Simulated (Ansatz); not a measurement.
A self-consistent single point of Cr2GeC (P6_3/mmc, 8 atoms in the cell) with Ansatz (a first-principles code).

Level of theory: PBEsol, default PAW files made with PBE (plane waves; Ansatz).

```
CELL_PARAMETERS angstrom
      2.98202     0.00000     0.00000
     -1.49101     2.58250     0.00000
      0.00000     0.00000    12.21743
ATOMIC_POSITIONS crystal
  Cr 0.66667 0.33333 0.58878
  Cr 0.33333 0.66667 0.41122
  Cr 0.33333 0.66667 0.08878
  Cr 0.66667 0.33333 0.91122
  Ge 0.66667 0.33333 0.25000
  Ge 0.33333 0.66667 0.75000
  C  0.00000 0.00000 0.50000
  C  0.00000 0.00000 0.00000
```
Moments meant for the start (each program seeds them in its own way; μB, in the order of the atoms Cr Cr Cr Cr Ge Ge C C): 3.0 3.0 3.0 3.0 0.0 0.0 0.0 0.0.

Reference input (self-consistent single point, DFT, PBEsol, plane waves, default PAW files made with PBE): kpoints.mp_grid.grid = 10 10 3; hamiltonian.xc = pbesol; hamiltonian.pseudopotentials = {kind: paw} (the program's default PAW files); magnetization.spin_polarized = true; scf.occupations.method = cold; scf.occupations.width = 0.0073 Ry. This run's input differs from it in these lines:

```diff
@@ -25,3 +25,3 @@
   occupations:
-    method: cold
+    method: gaussian
     width: 0.0073 Ry
```

Output, abridged:

```
SCF iter   1: F=—  HF=-22411.084530 eV  |F-HF|=—  |Δ(HF+E_count)|=         —  Δρ=2.19e-1 (↑2.19e-1 ↓6.89e-2)  dr2=4.19e1  dr2_m=1.41e1  M=2.548 μB ∫|m|=2.882 μB  β_m=0.30  ethr=3.10e-3  ⟨swp⟩=5.9  Hψ=11504  notcnv=0
Mixer restart at iter 1: flushing history
all-band conjugate gradients solve this SCF's bands
preconditioner: auto → Kerker (q_TF=auto, 2.718 Å⁻¹)
spin=Collinear: Kerker preconditioning applied to the charge; magnetization (m = ρ↑ − ρ↓) channel mixes plain (no charge-response kernel on spin).
   [... lines left out ...]
SCF iter  13: F=—  HF=-22397.872880 eV  |F-HF|=—  |Δ(HF+E_count)|=   3.96e-8  Δρ=5.97e-6 (↑2.11e-6 ↓5.97e-6)  dr2=3.06e-8  dr2_m=9.97e-9  M=2.563 μB ∫|m|=2.883 μB  β_m=0.98  ethr=1.42e-10  ⟨swp⟩=2.0  Hψ=4511  notcnv=0  defer=393
SCF iter  14: F=-22397.872880 eV  HF=-22397.872880 eV  |F-HF|=8.51e-9  |Δ(HF+E_count)|=   1.29e-9  Δρ=1.94e-6 (↑1.94e-6 ↓1.23e-6)  dr2=9.96e-9  dr2_m=1.81e-10  M=2.563 μB ∫|m|=2.882 μB  ethr=3.33e-11  ⟨swp⟩=7.1  Hψ=14097  notcnv=0
SCF 1 converged in 14 iterations: F = -22397.872880 eV  dr2 = 9.96e-9
Crystal: 8 atoms, lattice volume = 94.087 Å³
Symmetry: 12 space group operations
k-points: 28 of 300 (time reversal used)
Initial density: read from a saved state, or passed on in memory by an earlier SCF of this step, an earlier step, the calling program or the single point that …
Starting moments: Σ|m| = 12 μB on 4 of 8 sites; this step starts from the density that it was given
Initial wavefunctions: those read from a saved state, or passed on in memory by an earlier step or the calling program
iter 1 solved again at ethr=1.08e-11 eV; its pass at ethr=1.09e-6 eV (dr2=9.95e-9 eV) is discarded
   [... lines left out ...]
preconditioner: auto → Kerker (q_TF=auto, 2.718 Å⁻¹)
spin=Collinear: Kerker preconditioning applied to the charge; magnetization (m = ρ↑ − ρ↓) channel mixes plain (no charge-response kernel on spin).
Crystal: 8 atoms, lattice volume = 94.087 Å³
preconditioner: auto → Kerker (q_TF=auto, 2.718 Å⁻¹)
spin=Collinear: Kerker preconditioning applied to the charge; magnetization (m = ρ↑ − ρ↓) channel mixes plain (no charge-response kernel on spin).
WARN: the starting moments were not kept: 2 of 4 ended reversed and 2 kept their direction, counting a site from 0.1 of the cell's largest site moment …
WARN: the input gives the sites of d and f metals, alone or with those of other elements on which it types a tenth of its largest moment or more, starting …
Absolute magnetization: 4.2856 μB (∫|ρ↑−ρ↓|, with the PAW one-centre terms)
Free energy (F): -22397.947903 eV
Fermi energy:    15.641579 eV
   [... lines left out ...]
  atom   8  C     -0.00000000     0.00000000    -0.00002146
--- Stress (GPa, compression-positive) ---
      -16.391495      -0.000000       0.000000
        0.000000     -16.391495       0.000000
        0.000000       0.000000     -17.876267
  P = ⅓ Tr σ = -16.8864 GPa (-168.864 kbar)
  The stress holds the Pulay correction. Without it, at fixed plane waves, as pw.x and ABINIT print it: P = -17.0603 GPa
```

The run converged, with 24 iterations in all over 3 SCF loops. Against the reference run the free energy drops by 2.3 meV/atom, the pressure moves little (-16.84 to -16.89 GPa) and the largest force goes from 1.158 to 1.173 eV/Å.

The starting cell comes from a database of computed structures (which also holds hypothetical and non-ambient phases and stackings), without a prior relaxation at this level. The program's own search went on from the first solution to a lower state. The program warned that a starting moment was not kept. With a pressure of about -17 GPa the cell is away from its equilibrium volume at this level. Forces in this geometry exceed 1 eV/Å. Ansatz's pressure includes its estimate of the finite-basis (Pulay) stress.

Cost on one core of a shared machine: roughly 3 min.

Keys are those of Ansatz 0.2.
